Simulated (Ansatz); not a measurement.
An Ansatz (a program for electronic structure) run: Rh; Ansatz, PBE, PAW, cutoff 420 eV, spin-orbit coupling left out.

Input:

Ansatz 0.2 input:
```yaml
crystal:
  lattice:
    - [0, 1.9150316919, 1.9150316919]
    - [1.9150316919, 0, 1.9150316919]
    - [1.9150316919, 1.9150316919, 0]
  atoms:
    - { symbol: Rh, position: [0, 0, 0] }
basis: { ecutwfc: 420, ecutrho_ratio: 4, xc_grid: 2, fft_grid_basis: typed }
kpoints: { mp_grid: { grid: [21, 21, 21] } }
hamiltonian:
  xc: pbe
  dispersion: none
  pseudopotentials: { kind: paw }
scf: { occupations: { method: fermi_dirac, width: 0.05 }, convergence: { dr2_threshold: 0.0000000001 } }
output: { forces: true, stress: true }
```

Output (explanatory and most iteration lines left out):

```
Pseudopotential: Rh, paw, valence charge 17
Crystal: 1 atoms, lattice volume = 14.046 Å³
Basis set: ecut = 420 eV, 283 PW (Γ), exchange–correlation on 40×40×40 points (8 copies of the dense FFT grid, shifted against one another)
Bands: 13, of which v1, the nominal top of the filled ones, is band 9 counted from 1 (8 counted from 0)
Symmetry: 48 space group operations
Space group: Fm-3m (ITA 225), of the structure as read, at distance tolerance 2.4e-5 Å
k-points: 286 of 9261
Functional: x = pbe(κ = 0.804, μ = 0.2195149727645171), c = pbe(β = 0.06672455060314922)
SCF iter   1: F=—  HF=-6402.894378 eV  |F-HF|=—  |Δ(HF+E_count)|=         —  Δρ=2.64e-3  dr2=2.28e-4  ethr=1.77e-3  ⟨swp⟩=5.1  Hψ=20819  notcnv=0
SCF iter   2: F=—  HF=-6402.894498 eV  |F-HF|=—  |Δ(HF+E_count)|=   1.20e-4  Δρ=1.37e-3  dr2=5.23e-5  ethr=1.34e-6  ⟨swp⟩=2.8  Hψ=8737  notcnv=0
SCF 1 converged in 7 iterations: F = -6402.894523 eV  dr2 = 1.94e-11
SCF converged after 7 iterations
Free energy (F): -6402.894523 eV
Internal energy: -6402.883606 eV  (E = F + TS)
E sigma→0 (E₀):  -6402.889064 eV
Entropy (-TS):   -0.010916 eV (-10.916 meV/atom)
Fermi energy:    21.780041 eV
--- Forces (eV/Å), atoms counted from 1 ---
  atom   1  Rh    -0.00000000     0.00000000     0.00000000
--- Stress (GPa, compression-positive) ---
       -0.000032       0.000000       0.000000
       -0.000000      -0.000032      -0.000000
       -0.000000       0.000000      -0.000032
  P = ⅓ Tr σ = -0.0000 GPa (-0.000 kbar)
```

Stability against distortions was not tested. The final runs are not spin-polarised. The cell is Rh in the fcc (Cu type) structure (space group Fm-3m, No. 225).
